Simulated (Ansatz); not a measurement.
Reference: NaI (Fm-3m), PBEsol, rigid bands (plane waves, PAW, scalar-relativistic; Ansatz, a quantum-chemistry and plane-wave program); axes and stresses refer to this cell.

```yaml
crystal:
  lattice:
    - [0.00000, 3.20124, 3.20124]
    - [3.20124, 0.00000, 3.20124]
    - [3.20124, 3.20124, 0.00000]
  atoms:
    - { symbol: Na, position: [0.00000, 0.00000, 0.00000] }
    - { symbol: I, position: [0.50000, 0.50000, 0.50000] }
```

* **band gap**: 3.60 eV
* **Seebeck coefficient, p-type 1e19 cm⁻³**: 499 μV/K
* **hole conductivity mass**: 1.73 mₑ

Problem. Change: spin-orbit coupling switched on. What happens to band gap, Seebeck coefficient, p-type 1e19 cm⁻³, hole conductivity mass?

Solution. band gap shrinks to 3.25 eV; Seebeck coefficient, p-type 1e19 cm⁻³ drops to 412 μV/K; hole conductivity mass decreases to 1.61 mₑ.

Masses are for dilute carriers at 300 K, harmonic means over directions unless an axis is named. Seebeck coefficients are for the stated density at 300 K, with one relaxation time for all states and whether or not that doping can be reached. Spin-orbit coupling is left out unless a row names it; without it the gap and masses of crystals with these elements can be far off.
